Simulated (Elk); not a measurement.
A self-consistent single point of La₃Mg (I4/mmm, 4 atoms in the cell) with Elk.

Method: LDA (PW92), all-electron FP-LAPW, Elk's shipped species files, default APW+lo basis run with Elk.

The change in words: lattice scaled by 0.98. Reference geometry:
```xyz
4
Lattice="-2.5264 2.5264 5.2294 2.5264 -2.5264 5.2294 2.5264 2.5264 -5.2294" Properties=species:S:1:pos:R:3 pbc="T T T"
La     0.0000     0.0000     5.2294
La     2.5264     0.0000     2.6147
La     0.0000     2.5264     2.6147
Mg     0.0000     0.0000     0.0000
```

Reference input (self-consistent single point, DFT, LDA (PW92), all-electron FP-LAPW, Elk's shipped species files, default APW+lo basis): stype = 0; swidth = 0.00499791 Ha; ngridk = 6 6 6; maxscl = 100. This run's input differs from it in these lines:

```diff
@@ -13,8 +13,8 @@
 scale
-  11.96841587
+  11.72904786
 
 avec
-   -0.3989018288    0.3989018288    0.8256843598
-    0.3989018288   -0.3989018288    0.8256843598
-    0.3989018288    0.3989018288   -0.8256843598
+   -0.3989018507    0.3989018507    0.8256843386
+    0.3989018507   -0.3989018507    0.8256843386
+    0.3989018507    0.3989018507   -0.8256843386
```

Log, with long lists cut:

```
│ Self-consistent loop started │
│ Loop number : 1 │
 total energy                :     -25694.9057053
│ Loop number : 2 │
 total energy                :     -25694.4847798
RMS change in Kohn-Sham potential (target) :   0.8829270527E-01 (  0.1000000000E-05)
Absolute change in total energy (target)   :   0.4209254571     (  0.1000000000E-03)
│ Loop number : 3 │
 total energy                :     -25693.2386127
RMS change in Kohn-Sham potential (target) :   0.8324767100E-01 (  0.1000000000E-05)
Absolute change in total energy (target)   :    1.351398460     (  0.1000000000E-03)
│ Loop number : 4 │
   [... lines left out ...]
Absolute change in total energy (target)   :   0.3058029506E-03 (  0.1000000000E-03)
│ Loop number : 15 │
 total energy                :     -25673.3125355
RMS change in Kohn-Sham potential (target) :   0.9213108334E-06 (  0.1000000000E-05)
Absolute change in total energy (target)   :   0.1698873930E-03 (  0.1000000000E-03)
│ Loop number : 16 │
 total energy                :     -25673.3124942
RMS change in Kohn-Sham potential (target) :   0.3176547147E-06 (  0.1000000000E-05)
Absolute change in total energy (target)   :   0.8379055362E-04 (  0.1000000000E-03)
Convergence targets achieved

│ Loop number : 17 │

Energies :
 Fermi                       :     0.274308128550
 total energy                :     -25673.3125280

Density of states at Fermi energy :    144.3868583
 (states/Hartree/unit cell)

Estimated indirect band gap :   0.3703246480E-03
 from k-point      5 to k-point     13
Estimated direct band gap   :   0.7555923216E-02
 at k-point      8

Charges :
 core                        :    140.0000000
 valence                     :    43.00000000
 interstitial                :    8.377686355
 muffin-tins (core leakage)
  species :    1 (La)
   atom    1                 :    54.69469826     (  0.2233414496E-03)
   atom    2                 :    54.71111595     (  0.2235452062E-03)
   atom    3                 :    54.71111595     (  0.2235452062E-03)
  species :    2 (Mg)
   atom    1                 :    10.50538348     (  0.6661338148E-15)
 total in muffin-tins        :    174.6223136
 total calculated charge     :    183.0009120
 total charge                :    183.0000000
 error                       :   0.9120038369E-03

│ Self-consistent loop stopped │
```

The run converged in 17 iterations. The count includes the last loop, which Elk runs after its targets are met. Against the reference run the total energy falls by 19.0 meV/atom.

The starting cell comes from a database of computed structures (which also holds hypothetical and non-ambient phases and stackings), without a prior relaxation at this level. For this run, on top of that: lattice scaled by 0.98. Values depend on the basis (sphere radii, cutoffs, local orbitals), which need not be converged. The log's line on a gap gives a spacing of levels on this mesh, which the program prints for metals too.

Cost on one core of a shared machine: roughly 30 s.
